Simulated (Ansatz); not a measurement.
Partial pair distribution functions of a relaxed model of amorphous Si₂₇N₄₀B₄, broadened by 0.06 Å; density 2.86 g/cm³. Calculation: PBE, scalar-relativistic without spin-orbit coupling (plane waves to 420 eV, PAW; Ansatz, a quantum-chemistry and plane-wave program).

A CHGNet melt-quench gave the starting glass, which DFT then relaxed. N atoms were pushed apart under 1.9 Å during the dynamics, to hinder bonds among them. The hot cell started wider than the set density and was brought back towards it in steps. It is the lowest in DFT energy of 2 quenches. It is a model cell: composition and starting density were chosen by hand, and all elements were melted together. No dispersion term was used. Its density started from a set value of 2.89 and ended at 2.86 g/cm³. The simulated quench (nominally 300 K/ps over its main leg) is rapid and tends to freeze in more defects than a deposited or slowly cooled glass has. A cell of this size samples the disorder only roughly. Volume and shape were free in the relaxation.

```csv
r (Å),g Si-N,g N-B,g Si-Si,g N-N
1.20,0.00,0.01,0.00,0.00
1.30,0.00,0.73,0.00,0.00
1.40,0.00,8.08,0.00,0.00
1.50,0.06,9.70,0.00,0.00
1.60,1.40,2.53,0.00,0.00
1.70,8.61,0.60,0.00,0.00
1.80,8.38,0.03,0.00,0.00
1.90,1.65,0.00,0.00,0.00
2.00,0.29,0.00,0.00,0.00
2.10,0.02,0.00,0.00,0.00
2.20,0.00,0.00,0.03,0.01
2.30,0.00,0.00,0.47,0.11
2.40,0.00,0.00,1.04,0.51
2.50,0.00,0.00,0.67,1.15
2.60,0.03,0.00,0.38,1.69
2.70,0.12,0.01,0.63,2.64
2.80,0.25,0.15,2.11,3.31
2.90,0.38,0.42,2.69,3.10
3.00,0.43,1.22,3.12,1.90
3.10,0.71,1.84,2.52,1.33
3.20,0.94,2.07,1.62,1.17
3.30,1.11,1.30,1.02,0.92
3.40,1.03,0.78,0.70,0.55
3.50,1.17,1.56,0.35,0.52
3.60,0.87,1.79,0.29,0.47
3.70,1.37,0.94,0.44,0.55
3.80,1.47,1.01,0.28,0.37
3.90,1.33,1.50,0.46,0.52
4.00,1.41,1.81,0.47,0.62
4.10,1.47,1.64,0.38,0.54
4.20,1.22,1.52,0.68,0.57
4.30,1.37,1.31,0.94,0.58
4.40,1.52,1.27,1.29,0.81
```

Within 2.12 Å each Si has 4.00 N neighbours on average.
